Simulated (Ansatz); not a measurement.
## A self-consistent single point of CaMg (Pmm2, 4 atoms in the cell) with Ansatz

Computed with LDA (PW92), default PAW files made with PBE (plane waves; Ansatz, an electronic-structure program).

The input file:

Ansatz 0.2 input:
```yaml
# CaMg
crystal:
  lattice:
    - [5.690893, 0.000000, 0.000000]
    - [0.000000, 3.909159, 0.000000]
    - [0.000000, 0.000000, 5.712621]
  atoms:
    - { symbol: Ca, position: [0.750000, 0.500000, 0.754183] }
    - { symbol: Ca, position: [0.250000, 0.500000, 0.254570] }
    - { symbol: Mg, position: [0.750000, 0.000000, 0.242290] }
    - { symbol: Mg, position: [0.250000, 0.000000, 0.757710] }
basis:
  ecutwfc: 420.0
kpoints:
  mp_grid: { grid: [4, 7, 4] }
hamiltonian:
  xc: lda
  pseudopotentials: { kind: paw }
scf:
  occupations: { method: fermi_dirac, width: 0.1 }
output:
  forces: true
  eigenvalues: true
  stress: true
```

Log, with long lists cut:

```
WARN ansatz: RAYON_NUM_THREADS=1 ignored (pool sized by the plan → 1); use --threads N
Pseudopotentials: kind: paw
Pseudopotential: Ca, paw, valence charge 10
Pseudopotential: Mg, paw, valence charge 10
Crystal: 4 atoms, lattice volume = 127.086 Å³
Basis set: ecut = 420 eV, 2489 PW (Γ)
Bands: 24, of which v1, the nominal top of the filled ones, is band 20 counted from 1 (19 counted from 0)
Symmetry: 4 space group operations
Space group: Pmm2 (ITA 25), of the structure as read, at distance tolerance 5.0e-5 Å
k-points: 36 of 112 (time reversal used)
PAW frozen core: Ca, regenerated for the run's functional, and the local potential with it
PAW frozen core: Mg, regenerated for the run's functional, and the local potential with it
Initial density: superposition of atomic densities (neutral atoms: chi_scale 0, normalization atom), corrected by the library's trained network
Initial wavefunctions: pseudopotential atomic-orbital guess
Eigensolver: davidson
Functional: x = slater, c = lda
SCF iter   1: F=—  HF=-7348.766903 eV  |F-HF|=—  |Δ(HF+E_count)|=         —  Δρ=4.49e-3  dr2=9.73e-3  ethr=1.77e-3  ⟨swp⟩=8.6  Hψ=10205  notcnv=0
all-band conjugate gradients solve this SCF's bands
automatic band count: the SCF goes on with 28 bands, as 24 were too few: the levels above may hold too much charge
preconditioner: auto → Kerker (q_TF=auto, 2.250 Å⁻¹)
SCF iter   2: F=—  HF=-7348.760710 eV  |F-HF|=—  |Δ(HF+E_count)|=   6.19e-3  Δρ=2.01e-3  dr2=2.45e-3  ethr=2.43e-5  ⟨swp⟩=2.0  Hψ=1795  notcnv=0
SCF iter   3: F=—  HF=-7348.760442 eV  |F-HF|=—  |Δ(HF+E_count)|=   2.68e-4  Δρ=5.74e-4  dr2=3.79e-4  ethr=6.12e-6  ⟨swp⟩=2.0  Hψ=1468  notcnv=0
SCF iter   4: F=—  HF=-7348.760463 eV  |F-HF|=—  |Δ(HF+E_count)|=   2.10e-5  Δρ=9.77e-5  dr2=1.75e-5  ethr=9.48e-7  ⟨swp⟩=1.9  Hψ=1121  notcnv=0
SCF iter   5: F=—  HF=-7348.760458 eV  |F-HF|=—  |Δ(HF+E_count)|=   4.72e-6  Δρ=2.13e-5  dr2=2.53e-7  ethr=4.37e-8  ⟨swp⟩=2.1  Hψ=1405  notcnv=0
SCF iter   6: F=-7348.760458 eV  HF=-7348.760458 eV  |F-HF|=4.66e-9  |Δ(HF+E_count)|=   7.65e-8  Δρ=4.23e-6  dr2=2.00e-8  ethr=2.50e-10  ⟨swp⟩=6.6  Hψ=4264  notcnv=0
SCF 1 converged in 6 iterations: F = -7348.760458 eV  dr2 = 2.00e-8
SCF converged after 6 iterations
Free energy (F): -7348.760458 eV
Harris-Foulkes:  -7348.760458 eV  (|F-HF|=4.66e-9)
Internal energy: -7348.629219 eV  (E = F + TS)
E sigma→0 (E₀):  -7348.694839 eV
Entropy (-TS):   -0.131238 eV (-32.810 meV/atom)
Fermi energy:    4.950750 eV
--- Per-component energies (eV) ---
  E_band       = -1062.652954
  E_kinetic    = 700.940919
  E_local      = -5014.848990  (includes V_loc(G=0)·N_el)
  E_nonlocal   = 327.899720
  E_hartree    = 1761.492025
  E_xc         = -323.498322
  E_vxc        = -408.955250  (∫ρ·V_xc dr)
  E_paw        = -2175.620236  (= ΣΔE_a)
  E_vpaw       = -190.668171  (= ΣTr[D̂ρ^β])
  E_aug_tail   = -0.000009  (compensation charges beyond the density's cutoff)
  E_ewald      = -2625.861618
  E_core_change = 0.867290  (= ΣΔE_core)
  E_smearing   = -0.131238  (= −TS)
  E_closure    = 0.000000  (closes the sum)
  Σ components = -7348.760458   (vs F -7348.760458, Δ=0.00e0)
--- Forces (eV/Å), atoms counted from 1 ---
  atom   1  Ca     0.00000000     0.00000000    -0.10394790
  atom   2  Ca     0.00000000     0.00000000     0.01252309
  atom   3  Mg     0.00000000     0.00000000     0.09358666
  atom   4  Mg     0.00000000     0.00000000    -0.00215802
  max |Σ_I F_I| component: 3.82e-6 eV/Å
--- Stress (GPa, compression-positive) ---
       -2.428264       0.000000       0.000000
        0.000000      -2.126064       0.000000
        0.000000       0.000000      -2.562989
  P = ⅓ Tr σ = -2.3724 GPa (-23.724 kbar)
  The stress holds the Pulay correction. Without it, at fixed plane waves, as pw.x and ABINIT print it: P = -2.3751 GPa
--- Band table (eV; the first three rows and the last of 36) ---
  k-point 0: bands = ["-70.2480", "-70.2479", "-37.6756", "-37.6752", "-37.6747", "-37.6743", "-37.6741", "-37.6740", "-36.2405", "-36.2336", "-17.5129", "-17.5128", "-17.4604", "-17.4598", "-17.4563", "-17.4463", "-0.1199", "3.0040", "4.5970", [...]
  k-point 1: bands = ["-70.2480", "-70.2479", "-37.6754", "-37.6751", "-37.6748", "-37.6745", "-37.6741", "-37.6740", "-36.2396", "-36.2345", "-17.5058", "-17.5052", "-17.4683", "-17.4681", "-17.4549", "-17.4477", "0.1900", "2.3182", "4.3266", [...]
  k-point 2: bands = ["-70.2480", "-70.2479", "-37.6753", "-37.6750", "-37.6749", "-37.6747", "-37.6741", "-37.6740", "-36.2380", "-36.2360", "-17.4886", "-17.4877", "-17.4870", "-17.4857", "-17.4522", "-17.4503", "1.0250", "1.1225", "5.0480", [...]
  k-point 35: bands = ["-70.2479", "-70.2479", "-37.6754", "-37.6754", "-37.6753", "-37.6753", "-37.6744", "-37.6742", "-36.2334", "-36.2313", "-17.5273", "-17.5254", "-17.5109", "-17.5106", "-17.4482", "-17.4480", "3.0144", "3.0145", "4.3745", [...]
```

The run converged in 6 iterations.

The starting cell comes from a database of computed structures (which also holds hypothetical and non-ambient phases and stackings), without a prior relaxation at this level. Its lattice was rescaled by up to half a per cent. One atom was moved a little off its site on purpose. Ansatz's pressure includes its estimate of the finite-basis (Pulay) stress.
